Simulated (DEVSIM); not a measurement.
## illuminated Si n-on-p cell, one wavelength, with a back-surface field

Device: illuminated Si n-on-p cell, one wavelength, with a back-surface field, at 300 K.

| layer (left to right) | material | thickness (μm) | Nd (cm⁻³) | Na (cm⁻³) | τn (s) | τp (s) | absorption coefficient (cm⁻¹) |
|---|---|---|---|---|---|---|---|
| 1 | Si | 0.180 | 2.6e18 | - | 1.5e-7 | 2.9e-7 | 9700 |
| 2 | Si | 31.0 | - | 2.9e17 | 6.6e-7 | 2.2e-6 | 9700 |
| 3 | Si | 1.80 | - | 9.6e18 | 2.2e-6 | 2.2e-6 | 9700 |

Left contact: ohmic, minority hole recombination velocity 40000 cm/s. Right contact: ohmic, minority electron recombination velocity 30000 cm/s. Voltage is applied to the left contact. Recombination: SRH at mid-gap, radiative, Auger. Light enters at the left, 3.5e17 photons cm⁻² s⁻¹, one pass, no reflection. Mobility is μmin + (μ − μmin)/(1 + (N/Nref)^α).

This is a model device: material constants are rounded textbook-type values typed into the input, and sizes, dopings and lifetimes were drawn at random. Values at 300 K.

```tsv
parameter	Si
gap (eV)	1.124
affinity (eV)	4.05
permittivity	11.7
Nc (cm⁻³)	2.86e19
Nv (cm⁻³)	3.1e19
μn (cm²/Vs)	1417
μp (cm²/Vs)	470
μn,min	52
μp,min	45
Nref,n	9.7e16
Nref,p	2.2e17
αn	0.68
αp	0.72
B (cm³/s)	4.7e-15
Cn (cm⁶/s)	2.8e-31
Cp (cm⁶/s)	9.9e-32
```

DEVSIM, 1D drift-diffusion, Boltzmann statistics, complete ionisation; no tunnelling, impact ionisation, image-force lowering or self-heating.

```
Property                                                  Result
---------------------------------------------------  -----------
Potential step across the device at zero bias            1.032 V
Dark forward voltage at 1 A/cm²                          0.735 V
Dark forward voltage at 100 A/cm²                        0.875 V
Short-circuit current                                53.9 mA/cm²
Open-circuit voltage                                     0.659 V
Fill factor                                                 0.84
Largest power                                        29.8 mW/cm²
Share of generated pairs collected at short circuit        0.961
```

Dark forward current:

```tsv
V (V)	J (A/cm²)
-0.05	-5.7e-10
-0.10	-2.0e-9
-0.15	-6.1e-9
-0.20	-1.8e-8
-0.25	-5.4e-8
-0.30	-1.8e-7
-0.35	-7.1e-7
-0.40	-3.4e-6
-0.45	-2.0e-5
-0.50	-0.00012
-0.60	-0.0056
-0.65	-0.038
-0.70	-0.26
-0.75	-1.8
-0.80	-11
-0.85	-53
-0.90	-180
-0.95	-560
-1.00	-1500
-1.05	-3400
```

Current under light (generator sign):

| V (V) | J (mA/cm²) |
|---|---|
| 0.00 | 53.9 |
| 0.10 | 53.9 |
| 0.20 | 53.9 |
| 0.30 | 53.9 |
| 0.40 | 53.9 |
| 0.50 | 53.8 |
| 0.52 | 53.6 |
| 0.54 | 53.3 |
| 0.56 | 52.7 |
| 0.58 | 51.3 |
| 0.60 | 48.3 |
| 0.62 | 41.8 |
| 0.64 | 27.7 |
| 0.66 | -2.64 |
